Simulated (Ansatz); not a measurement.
# TiO2 (C2/m, No. 12, 12 atoms in the cell; start mp-554278; a measured phase of this formula has another space group)

Computed with LDA in Ansatz (plane waves, PAW).

Settings: plane-wave cutoff 520 eV, 10×10×6 k mesh (along the axes of the cell as run), Fermi–Dirac smearing 0.01 eV, no spin polarisation, scalar-relativistic PAW data made under PBE.

Cell (relaxed at this level):

```
CELL_PARAMETERS angstrom
      6.03133    -1.84909     0.00103
      6.03133     1.84909     0.00103
     -1.88896     0.00000     6.18995
ATOMIC_POSITIONS crystal
  Ti 0.80476 0.80476 0.71516
  Ti 0.19524 0.19524 0.28484
  Ti 0.10097 0.10097 0.70822
  Ti 0.89903 0.89903 0.29178
  O  0.05844 0.05844 0.37033
  O  0.94156 0.94156 0.62967
  O  0.63822 0.63822 0.70488
  O  0.36178 0.36178 0.29512
  O  0.13383 0.13383 0.00348
  O  0.86617 0.86617 0.99652
  O  0.73648 0.73648 0.34971
  O  0.26352 0.26352 0.65029
```

* **band gap**: 2.84 eV (on the SCF k mesh)
* **direct gap at Γ**: 3.05 eV

Note: the relaxation could not lower the start's symmetry, so the cell can be a saddle point above a distorted one.

Static lattice: no zero-point or thermal effects.

The result took around 9 core-minutes (rough).

A start named mp-… is a Materials Project structure, which need not be a measured phase.

Ansatz is a quantum-chemistry and plane-wave program.
